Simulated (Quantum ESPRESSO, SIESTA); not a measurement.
A Quantum ESPRESSO input for a self-consistent single point of FeO (Fm-3m, 2 atoms in the cell) (DFT, PBE, plane waves, GBRV 1.5 ultrasoft (PBE) pseudopotentials):

```fortran
&control
    calculation = 'scf'
    prefix = 'pwscf'
    outdir = './work'
    pseudo_dir = './'
    tprnfor = .true.
    tstress = .true.
/
&system
    ibrav = 2
    celldm(1) = 8.0644893848
    nat = 2
    ntyp = 2
    ecutwfc = 50
    ecutrho = 400
    occupations = 'smearing'
    smearing = 'fermi-dirac'
    degauss = 0.0073499
    nspin = 2
    starting_magnetization(1) = 0.250
/
&electrons
    conv_thr = 1.0d-9
    mixing_beta = 0.4
/
ATOMIC_SPECIES
Fe    55.8450  fe_pbe_v1.5.uspp.F.UPF
O     15.9990  o_pbe_v1.2.uspp.F.UPF
ATOMIC_POSITIONS crystal
Fe    0.0000000000    0.0000000000    0.0000000000
O     0.5000000000    0.5000000000    0.5000000000
K_POINTS automatic
18 18 18  0 0 0
```

Question: Translate this input to SIESTA.

Answer: One input that does it (others would too):

```
# files in the folder: Fe.psml O.psml (PseudoDojo PBE standard)
SystemName  FeO
SystemLabel siesta

NumberOfAtoms                2
NumberOfSpecies              2
%block ChemicalSpeciesLabel
  1 26 Fe
  2 8 O
%endblock ChemicalSpeciesLabel
LatticeConstant              1.0 Ang
%block LatticeVectors
     0.000000000    2.133772000    2.133772000
     2.133772000    0.000000000    2.133772000
     2.133772000    2.133772000    0.000000000
%endblock LatticeVectors
AtomicCoordinatesFormat      Ang
%block AtomicCoordinatesAndAtomicSpecies
     0.000000000    0.000000000    0.000000000  1
     2.133772000    2.133772000    2.133772000  2
%endblock AtomicCoordinatesAndAtomicSpecies

XC.functional                GGA
XC.authors                   PBE
PAO.BasisSize                DZP
PAO.EnergyShift              0.005 Ry
MeshCutoff                   300 Ry
%block kgrid.MonkhorstPack
   18   0   0  0.0
    0  18   0  0.0
    0   0  18  0.0
%endblock kgrid.MonkhorstPack
OccupationFunction           FD
ElectronicTemperature        0.1 eV
Spin                         polarized
%block DM.InitSpin
  1 +4.00
  2 +0.00
%endblock DM.InitSpin

MaxSCFIterations             150
SCF.Mixer.Method             Pulay
SCF.Mixer.Weight             0.1
SCF.Mixer.History            8
SCF.DM.Tolerance             1.0E-05
Diag.ParallelOverK           true
WriteForces                  true
Charge.Mulliken              end
```

Basis, cutoffs, solver keys and any potentials are the target program's own. This input uses DFT, GGA PBE, numerical atomic orbitals DZP, PseudoDojo PBE standard norm-conserving potentials (rewritten from UPF to PSML). Both were run: pressure 5.76 GPa in Quantum ESPRESSO and 6.24 in SIESTA; size of the net moment 2.00 μB/atom in Quantum ESPRESSO and 2.00 in SIESTA.

On Quantum ESPRESSO: the starting cell comes from a database of computed structures (which also holds hypothetical and non-ambient phases and stackings), without a prior relaxation at this level. Its lattice was rescaled by a random factor within 2.5 % of one. The magnetic order is the one reached from the typed start; others were not searched systematically. With a pressure of about 6 GPa the cell is away from its equilibrium volume at this level.

On SIESTA: the starting cell comes from a database of computed structures (which also holds hypothetical and non-ambient phases and stackings), without a prior relaxation at this level. Its lattice was rescaled by a random factor within 2.5 % of one. With one magnetic atom in the cell only a parallel order is possible. Values carry the incompleteness of an atom-centred basis. With a pressure of about 6 GPa the cell is away from its equilibrium volume at this level.
